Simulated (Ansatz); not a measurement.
The reference is a 16-atom supercell of ZrN in the rock salt structure (space group Fm-3m, No. 225; a = 4.553 Å) at its relaxed geometry.

Level of theory: plane-wave PAW DFT at the PBEsol level (Ansatz, a program for electronic structure, 420 eV), no spin-orbit coupling, earlier PAW set.

Perturbation: a neutral N interstitial (started 1.78 Å from the nearest host atom), atoms relaxed at fixed cell, starting from a slightly rattled geometry.

**Question.** Predict the new final site of the added atom and largest displacement of a host atom from its site in the perfect cell.

**Answer.** The final site of the added atom is 4 Zr at 1.98 Å (tetrahedral); the largest displacement of a host atom from its site in the perfect cell amounts to 0.24 Å.

The cell is small, so the values are those of an ordered compound at a high defect concentration; dilute-limit values will differ. All final runs are without spin polarisation. An odd electron count without spin: Zr8N9 and ZrN. The defect cell is not spin-polarised.
